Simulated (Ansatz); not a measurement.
CrCl3 (R-3, No. 148; cell taken from a computed entry), treated with HSE06 (PAW; Ansatz, a first-principles code).

Run with plane-wave cutoff 500 eV, 4×4×4 k mesh, gaussian smearing 0.02 eV, spin-polarised start, scalar-relativistic PAW data made under PBE.

Cell (relaxed with r²SCAN):

```cif
data_Cl6Cr2
_chemical_formula_sum 'Cr2 Cl6'
_space_group_name_H-M_alt 'P 1'
_space_group_IT_number 1
_cell_length_a 6.94405
_cell_length_b 6.94405
_cell_length_c 6.94405
_cell_angle_alpha 51.268
_cell_angle_beta 51.268
_cell_angle_gamma 51.268
loop_
_space_group_symop_operation_xyz
  'x, y, z'
loop_
_atom_site_label
_atom_site_type_symbol
_atom_site_fract_x
_atom_site_fract_y
_atom_site_fract_z
_atom_site_occupancy
Cr1 Cr 0.33339 0.33339 0.33339 1
Cr2 Cr 0.66661 0.66661 0.66661 1
Cl1 Cl 0.71763 0.07364 0.43046 1
Cl2 Cl 0.28237 0.92636 0.56954 1
Cl3 Cl 0.43046 0.71763 0.07364 1
Cl4 Cl 0.56954 0.28237 0.92636 1
Cl5 Cl 0.07364 0.43046 0.71763 1
Cl6 Cl 0.92636 0.56954 0.28237 1
```

### Question
Predict the band gap.

### Answer

- band gap: 3.96 eV (on the SCF k mesh)

Note: the magnetic order was assumed, not searched for or taken from measurement; the cell comes from a level without a dispersion term, which matters for the spacing of layers, chains or molecules; cell and atoms aren't relaxed at this level (largest force component 0.10 eV/Å); the cell has widely spaced layers and the level no dispersion term, so their spacing and the moduli can rest on weak binding.

Computed values are for the static lattice.
